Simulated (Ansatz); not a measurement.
Base system: ZnS in the wurtzite structure (space group P6_3mc, No. 186; a = 3.738 Å, c = 6.143 Å). Axes: x lies along a and z along c of the hexagonal cell.

Modification: uniaxial strain ε_zz = −1.20 %, all other strain components held at zero; the atoms relax in the strained cell.

Level of theory: Ansatz (a program for electronic structure) LDA, no spin-orbit coupling.

Base, band edges from the VBM (valence, conduction): K -2.32, 3.86; H -1.51, 4.36; M -0.98, 3.40; L -1.79, 3.32; A -0.52, 3.50; Γ 0.00, 2.19 eV.

**Question.** Give the band edges at the high-symmetry points of the new zone, measured from its valence-band maximum.

**Answer.** 
```csv
point,valence edge (eV),conduction edge (eV)
Γ,0.00,2.28
M,-0.99,3.34
K,-2.34,3.90
A,-0.54,3.49
L,-1.77,3.37
H,-1.46,4.45
```

The gap is 2.28 eV, direct at Γ.

Stability against distortions was not tested.
